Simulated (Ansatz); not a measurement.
## I on the 1x1 (0001) surface of hcp Ti, one in a 2x2 cell, started at the site 'bridge Ti-Ti (span 2.9 Å)'

Level of theory: PBE (plane waves to 420 eV, PAW; Ansatz, an electronic-structure program).

Set-up: 17 atoms, 6.8 Å thick at the start under the adsorbate (thin: gaps and levels are the slab's own); mesh 6x6x1; 0.1 eV smearing; dipole correction on; 8 atoms held, the rest relaxed; symmetry of the start imposed; no spin, no spin-orbit, no U, no dispersion correction. At the end it is bonded to 3 Ti. In PBE it is, or lies within 0.03 eV of, the lowest of the starts that converged.

| Item | Result |
|---|---|
| adsorption energy against ½ I2(g) | -63.9 kcal/mol |
| work function of the top face | 3.92 eV |
| change of the work function | -0.47 eV |
| change of the step from the bottom to the top vacuum level, against the clean slab | -0.47 eV |
| energy released by relaxation | 0.50 eV |
| height of the binding atom over the mean of the host atoms within 0.3 Å of the top one | 2.234 Å |
| nearest host atoms of the binding atom | Ti at 2.88 Å, Ti at 2.88 Å, Ti at 2.88 Å |
| largest move of a host atom | 0.10 Å |
| note | in the relaxation the adsorbate left its starting site by 0.8 Å |
| cost | very roughly 16 core-minutes |

A negative adsorption energy means that the adsorbate is more stable on the surface than in its reference.
